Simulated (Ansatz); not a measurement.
System: Si3N4 (model structure, started from the spinel Si type, Fd-3m, No. 227, 14 atoms in the cell). Method: PBE in Ansatz (plane waves, PAW).

Settings: plane-wave cutoff 520 eV, 8×8×8 k mesh, Fermi–Dirac smearing 0.01 eV, scalar-relativistic PAW data made under PBE.

Cell (relaxed at this level):

```
CELL_PARAMETERS angstrom
      0.00000     3.89461     3.89461
      3.89461     0.00000     3.89461
      3.89461     3.89461     0.00000
ATOMIC_POSITIONS crystal
  Si 0.62500 0.62500 0.62500
  Si 0.12500 0.62500 0.62500
  Si 0.62500 0.12500 0.62500
  Si 0.62500 0.62500 0.12500
  Si 0.25000 0.25000 0.25000
  Si 0.00000 0.00000 0.00000
  N  0.86754 0.86754 0.86754
  N  0.39738 0.86754 0.86754
  N  0.86754 0.39738 0.86754
  N  0.86754 0.86754 0.39738
  N  0.38246 0.38246 0.38246
  N  0.85262 0.38246 0.38246
  N  0.38246 0.85262 0.38246
  N  0.38246 0.38246 0.85262
```

Q: Estimate the band gap and smallest direct gap on the k points sampled that the calculation returns.

A: 
- band gap: 3.34 eV (indirect)
- smallest direct gap on the k points sampled: 3.38 eV

Note: the relaxation could raise the start's symmetry but not lower it, so the cell can be a saddle point.

The computed numbers hold no vibrational or temperature effects.

The result took very roughly 23 core-seconds.

A model structure was made by putting elements into a prototype or built by hand; it is no filed structure, need not be a known phase, and can be a saddle point held by its symmetry.

Ansatz is an electronic-structure program.
